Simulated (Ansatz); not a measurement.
Consider PbSe in the rock salt structure (space group Fm-3m, No. 225; a = 6.2178 Å).

Method: plane-wave PAW DFT at the PBE level (Ansatz, a program for electronic structure, 420 eV), without spin-orbit coupling.

Strains are applied to the cell and any free atomic positions relax.

One change was made to it. Results:

```json
[
 {"quantity": "valley order (the lowest conduction-band minima on the path, energy above the VBM, named in the base's zone)", "base": "L along ⟨111⟩ 0.43 eV; a point along ⟨110⟩, about 0.6 Å⁻¹ from Γ 1.22 eV", "after": "L along ⟨111⟩ 0.18 eV; a point along ⟨110⟩, about 0.6 Å⁻¹ from Γ 1.05 eV"},
 {"quantity": "pressure", "base": "-0.01 GPa", "after": "4.17 GPa"},
 {"quantity": "energy relative to the base (free energy F)", "base": "0 meV/atom", "after": "+27 meV/atom"},
 {"quantity": "hole mass", "base": "0.18 mₑ along k, 0.11 mₑ across (at L)", "after": "0.077 mₑ along k, 0.090 mₑ across (at L)"}
]
```

Question: What was done to the base?
(A) isotropic strain +1.00 %
(B) isotropic strain −1.00 %
(C) isotropic strain +1.50 %
(D) isotropic strain −2.50 %

Answer: D, isotropic strain −2.50 %. For comparison, the valley order in the other runs: isotropic strain +1.50 % gives L along ⟨111⟩ 0.55 eV; a point along ⟨110⟩, about 0.6 Å⁻¹ from Γ 1.30 eV; a point along ⟨100⟩, about 0.4 Å⁻¹ from Γ 2.00 eV; isotropic strain +1.00 % gives L along ⟨111⟩ 0.52 eV; a point along ⟨110⟩, about 0.6 Å⁻¹ from Γ 1.27 eV; a point along ⟨100⟩, about 0.4 Å⁻¹ from Γ 1.98 eV; isotropic strain −1.00 % gives L along ⟨111⟩ 0.34 eV; a point along ⟨110⟩, about 0.6 Å⁻¹ from Γ 1.16 eV.

With Pb present, leaving out spin-orbit coupling can change the band edges. The levels and masses belong to the bands next to the band gap. Effective masses come from finite differences of ±0.01 Å⁻¹. Along k means along the line from Γ to the band edge. Stability against distortions was not tested.
